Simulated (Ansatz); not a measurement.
For Ge (P6₃/mmc, No. 194, 8 atoms in the cell; start mp-1091415; another form than the element's usual one), LDA (Ansatz, a program for electronic structure, plane waves, PAW) gives:

- equilibrium lattice constant a = 3.966 Å
- lattice parameter c = 13.023 Å
- bulk modulus = 72.1 GPa
- cohesive energy = 4.58 eV/atom
- band gap = 0.00 eV

What does r²SCAN in Ansatz (plane waves, PAW) give for the same quantities?


- lattice constant a: 4.004 Å (rises by 1.0 %)
- lattice parameter c: 13.153 Å (goes up by 1.0 %)
- bulk modulus: 71.2 GPa (falls by 1.2 %)
- cohesive energy: 3.87 eV/atom (decreases by 0.71 eV/atom)
- band gap: 0.27 eV (grows by 0.27 eV)

Changes are worked out from the printed values.

Unless a cell is named, each level is at its own relaxed cell (LDA 22.17, r²SCAN 22.82 Å³/atom).

Spin–orbit coupling is included only where a level's name says +SOC; with heavier elements it mostly lowers gaps and can invert bands. A gap of zero means that the bands touch or overlap. Density-functional gaps are differences of (generalised) Kohn–Sham levels.

Caveats: the bulk modulus is −V dP/dV from two relaxed cells at ±2 % in volume (LDA, r²SCAN); the relaxation could not lower the start's symmetry, so the cell can be a saddle point above a distorted one (LDA, r²SCAN). Ansatz's density-functional and Hartree–Fock values are scalar-relativistic unless marked +SOC, with PAW data made under PBE.

A start named mp-… is a Materials Project structure, which need not be a measured phase.
